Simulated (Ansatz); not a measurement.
Structures of equal composition on the (111) surface of fcc Pt: a layer of Al in place of the second plane; a layer of Al in place of the third plane. The slabs share one bottom face, and each structure is named by its start. These are constructed structures in small cells; real faces may alloy, dewet or reconstruct in larger ones, and not all known structures of the face are among them. Slabs of about 11 Å with all that they carry, Fermi-Dirac smearing of 0.1 eV. Bottom of the slabs: a bare face, its two planes held. Relaxed from the named starts with such symmetry as they have, on meshes of like density; energies extrapolated to zero smearing; no spin-orbit coupling, no U. Spin-polarised runs, if any, are marked in brackets, and their order is one that fits the cell; the others ran without spin.

The numbers are results of PBE (plane waves to 420 eV, PAW; Ansatz, an electronic-structure program), not measurements.

Rank these by energy per 1x1 cell (lowest first), as PBE gives it.

a layer of Al in place of the second plane (0.000 eV), a layer of Al in place of the third plane (0.138 eV)
